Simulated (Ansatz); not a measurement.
# Cost against accuracy: kpoints.mp_grid.grid for HfN (P2_13, 8 atoms in the cell)

Cell: a = 4.6946 Å, b = 4.6946 Å, c = 4.6946 Å, α = 90.00°, β = 90.00°, γ = 90.00°.

Method: PBE (plane waves, PAW; Ansatz, a quantum-chemistry and plane-wave program).

Base settings: kpoints.mp_grid.grid = 5 5 5; kpoints.mp_grid.shift = 0.5 0.5 0.5; hamiltonian.xc = pbe; hamiltonian.pseudopotentials = {kind: paw} (the program's default PAW files); scf.occupations.method = methfessel_paxton; scf.occupations.width = 0.02 Ry.

Misses are taken against the tightest run, 17 17 17, which need not be fully converged itself. The energy is the free energy per atom.

The count of work is k-points × plane waves × bands × iterations; it is no time, and leaves out set-up, grids and terms that scale otherwise. Core times come from one kind of shared machine and are given to one figure; runs under 30 s give none.

The starting cell was generated: these elements placed on a structure prototype, without a prior relaxation; it need not be a known phase or ordering of this composition. In the base run, with a pressure of about -11 GPa the cell is away from its equilibrium volume at this level. In the base run, forces exceed 1 eV/Å. Ansatz's pressure includes its estimate of the finite-basis (Pulay) stress.

```tsv
kpoints.mp_grid.grid	energy less reference (meV/atom)	pressure less reference (GPa)	largest difference in the force on any atom (eV/Å)	count of work / reference	core time / reference (rough)
1 1 1	276.57	1.90	2.293	0.0040	–
2 2 2	-6.87	-1.09	0.303	0.0040	–
3 3 3	-16.43	0.01	0.112	0.014	–
4 4 4	6.76	0.04	0.084	0.014	–
5 5 5	-2.58	-0.04	0.021	0.044	–
6 6 6	1.00	0.03	0.011	0.044	–
7 7 7	-0.08	-0.01	0.008	0.096	–
8 8 8	0.03	0.01	0.008	0.096	–
9 9 9	0.04	-0.01	0.005	0.18	–
11 11 11	0.10	0.00	0.002	0.31	0.3
14 14 14	-0.02	0.00	0.000	0.48	0.5
17 17 17	0.00	0.00	0.000	1.0	1
```

Coarsest setting among those run that, with all tighter ones, holds the energy within 10 meV/atom of the reference: 4 4 4, off by 6.8 meV/atom; it needs 0.014 of the reference's count of work. The coarser 2 2 2 also lies inside, but a setting between leaves the range again, so that is luck.

Coarsest setting among those run that, with all tighter ones, holds the energy within 0.5 meV/atom of the reference: 7 7 7, off by 0.08 meV/atom; it needs 0.096 of the reference's count of work.

The step from 1 1 1 to 4 4 4: it takes the miss in the energy from 280 to 6.8 meV/atom, for 3.5 times the count of work.

Keys are those of Ansatz 0.2.
